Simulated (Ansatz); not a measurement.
The reference is Sr in the fcc (Cu type) structure (space group Fm-3m, No. 225; a = 6.100 Å). Axes: x, y, z lie along the cube axes.

Method: DFT with r2SCAN, PAW potentials and a 500 eV plane-wave cutoff in Ansatz (a first-principles code), no spin-orbit coupling.

Strains are applied to the cell and any free atomic positions relax.

One change was made to it. Results:

The pressure goes from zero to 2.0 GPa; the energy goes up by 44 meV/atom.

Task: What was done to the base?
A) isotropic strain −4.65 %
B) isotropic strain +1.14 %
C) isotropic strain +0.65 %
D) isotropic strain +2.51 %
E) uniaxial strain ε_zz = −2.05 %

Result: A, isotropic strain −4.65 %. For comparison, the energy relative to the base in the other runs: isotropic strain +0.65 % gives +0.7 meV/atom; isotropic strain +2.51 % gives +11 meV/atom; uniaxial strain ε_zz = −2.05 % gives +1.1 meV/atom; isotropic strain +1.14 % gives +2.3 meV/atom.

No phonon test of stability was made. Gaps under 0.05 eV, about the width of the smearing, are given as zero.
